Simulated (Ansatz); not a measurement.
The cell is built on a prototype and need not be the phase stable at ambient conditions.

By PBEsol, the system below comes out a metal.

The ballistic (Sharvin) conductance counts the channels at the Fermi level: G/A = (e²/h) × channels of both spins per area.

Input:

```
CELL_PARAMETERS angstrom
      5.65010     0.00000     0.00000
      0.00000     7.99044     0.00000
      2.82505     3.99522     2.82505
ATOMIC_POSITIONS crystal
  In 0.75000 0.62500 0.50000
  In 0.25000 0.12500 0.00000
  In 0.75000 0.12500 0.00000
  In 0.25000 0.12500 0.50000
  Pt 0.50000 0.75000 0.00000
  Pt 0.00000 0.50000 0.00000
```

Space group of this cell: Fd-3m, cubic Laves (MgCu2 type). The cell was relaxed by PBE-D3(BJ); by PBEsol its mean pressure is -1.3 GPa.

The current flows along the normal of the first two printed cell vectors. No spin-orbit coupling; the value is a mean over 0.1 eV about the Fermi level.

Q: State the ballistic conductance per area according to Ansatz (a quantum-chemistry and plane-wave program) with PBEsol.

A: 0.61 × 10¹⁵ S/m² for both spins.
